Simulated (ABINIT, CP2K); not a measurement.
A CP2K input for a self-consistent single point of SbAs (R3m, 2 atoms in the cell) (DFT LDA (Pade form), GPW, DZVP-MOLOPT-PBE-GTH basis, GTH-PBE potentials (POTENTIAL_UZH)):

```
&GLOBAL
  PROJECT scf
  RUN_TYPE ENERGY_FORCE
  PRINT_LEVEL LOW
&END GLOBAL
&FORCE_EVAL
  METHOD Quickstep
  STRESS_TENSOR ANALYTICAL
  &DFT
    BASIS_SET_FILE_NAME BASIS_MOLOPT_UZH
    POTENTIAL_FILE_NAME POTENTIAL_UZH
    &QS
      METHOD GPW
      EPS_DEFAULT 1E-10
    &END QS
    &MGRID
      CUTOFF 400
      REL_CUTOFF 50
      NGRIDS 4
    &END MGRID
    &SCF
      SCF_GUESS ATOMIC
      EPS_SCF 1E-6
      MAX_SCF 100
      ADDED_MOS 4
      &DIAGONALIZATION
        ALGORITHM STANDARD
      &END DIAGONALIZATION
      &MIXING
        METHOD BROYDEN_MIXING
        ALPHA 0.3
        NBUFFER 12
        BETA 1
      &END MIXING
      &SMEAR ON
        METHOD FERMI_DIRAC
        ELECTRONIC_TEMPERATURE [K] 1160.45
      &END SMEAR
    &END SCF
    &KPOINTS
      SCHEME MONKHORST-PACK 7 7 7
    &END KPOINTS
    &XC
      &XC_FUNCTIONAL PADE
      &END XC_FUNCTIONAL
    &END XC
    &PRINT
      &MO
        EIGENVALUES T
        OCCUPATION_NUMBERS T
        NDIGITS 8
        FILENAME mo
        &EACH
          QS_SCF 0
        &END EACH
        ADD_LAST NUMERIC
      &END MO
      &MULLIKEN OFF
      &END MULLIKEN
    &END PRINT
  &END DFT
  &SUBSYS
    &CELL
      A 4.39571400 0.00000000 0.00000000
      B 2.51573300 3.60463500 0.00000000
      C 2.51573300 1.31206900 3.35736000
      PERIODIC XYZ
    &END CELL
    &COORD
      SCALED
      Sb       0.22910000     0.22910000     0.22910000
      As       0.77089700     0.77089700     0.77089700
    &END COORD
    &KIND Sb
      BASIS_SET DZVP-MOLOPT-PBE-GTH-q5
      POTENTIAL GTH-PBE-q5
    &END KIND
    &KIND As
      BASIS_SET DZVP-MOLOPT-PBE-GTH-q5
      POTENTIAL GTH-PBE-q5
    &END KIND
  &END SUBSYS
  &PRINT
    &FORCES ON
    &END FORCES
    &STRESS_TENSOR ON
    &END STRESS_TENSOR
  &END PRINT
&END FORCE_EVAL
```

Problem. Write the same calculation as an input for ABINIT.

Solution. One input that does it (others would too):

```
# SbAs, PseudoDojo nc-sr-04 LDA standard
pp_dirpath "./"
pseudos "Sb.upf, As.upf"
acell 8.3066961960 8.3066961960 8.3066961960
rprim
         0.4624311201    0.2669847841    0.8455037458
        -0.4624311201    0.2669847841    0.8455037458
         0.0000000000   -0.5339694109    0.8455037955
natom 2
ntypat 2
znucl 51 33
typat 1 2
xred
         0.2291000000    0.2291000000    0.2291000000
         0.7708970000    0.7708970000    0.7708970000
ecut 42 Ha
occopt 3
tsmear 0.1 eV
nband 21
kptopt 1
ngkpt 7 7 7
nshiftk 1
shiftk 0 0 0
nstep 60
tolvrs 1.0e-12
prtwf 0
prtden 0
enunit 2
```

Basis settings and potentials, where a program has them, do not carry over. This input uses DFT, LDA (PW92), plane waves, norm-conserving pseudopotentials (PseudoDojo nc-sr-04 LDA standard). LDA parametrisations can differ slightly between programs.

The starting cell comes from a database of computed structures (which also holds hypothetical and non-ambient phases and stackings), without a prior relaxation at this level.
